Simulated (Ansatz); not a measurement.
The parent structure is LiF in the rock salt structure (space group Fm-3m, No. 225; a = 4.068 Å).

All numbers come from PBE in Ansatz (plane waves to 420 eV, PAW, without spin-orbit coupling).

Base values:

| Property | Value |
|---|---|
| Gap between the host's bands | 8.83 eV |
| Gap character | direct at Γ |

Modification: hole doping at 7.0×10^20 cm⁻³ (0.0118 per cell), with a uniform compensating background at fixed cell and a 300 K Fermi–Dirac width.

Q: Predict the new Fermi level from band edge, gap between the host's bands and gap character.

A: The Fermi level relative to the doped band's edge (positive inside the band; to 0.05 eV) amounts to -0.05 eV; the gap between the host's bands rises by 0.04 eV to 8.87 eV; the gap character is still direct at Γ.

Charged cell with a jellium background: band edges are those of the host's band count, energies are not comparable with the neutral cell, and many-body gap narrowing is missing. Whether these cells are dynamically stable was not tested.

Ansatz is a program for electronic structure.
